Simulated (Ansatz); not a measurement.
The parent structure is GaSb in the rock salt structure (space group Fm-3m, No. 225; a = 5.7115 Å; a hypothetical phase, not in the database extracts checked; relaxed with 0.1 eV smearing). Axes: x, y, z lie along the cube axes.

Structures relaxed with PBE-D3(BJ) (Ansatz, a quantum-chemistry and plane-wave program; PAW; 420 eV plane waves; without spin-orbit coupling).

Base:

Simulated powder pattern, Co Kα, λ = 1.79026 Å (kinematic, ideal powder, no thermal factors, no anomalous dispersion; the 14 strongest lines at most, above 2 %, up to 2θ = 90°):

```csv
2θ (°),I/Imax (%),hkl
31.50,12,(111)
36.53,100,(200)
52.63,71,(220)
62.64,5.1,(311)
65.76,25,(222)
77.64,12,(400)
86.18,2.3,(331)
89.00,34,(420)
```

After one change:

Simulated powder pattern, Co Kα, λ = 1.79026 Å (kinematic, ideal powder, no thermal factors, no anomalous dispersion; the 14 strongest lines at most, above 2 %, up to 2θ = 90°):

```
2θ (°)  I/Imax (%)
------  ----------
31.15           18
36.13          100
36.39           98
36.66           96
51.80           36
52.02           36
52.42           70
52.82           34
53.04           34
64.95           37
65.68           18
66.38           17
76.67           12
77.30           11
```

Problem. Name the change that was made.
A) isotropic strain −4.73 %
B) biaxial strain +4.93 %, plane normal [111], relaxed out of plane
C) uniaxial strain ε_xx = −0.79 %
D) strain tensor (xx, yy, zz, yz, xz, xy) = (+0.38, +1.09, −0.32, −1.10, −0.35, −0.36) %

Solution. D, strain tensor (xx, yy, zz, yz, xz, xy) = (+0.38, +1.09, −0.32, −1.10, −0.35, −0.36) %. Its volume per atom is 23.55 Å³ against 23.29 Å³, and its space group is P-1 (No. 2).

Stability against distortions was not tested. All final runs are without spin polarisation.
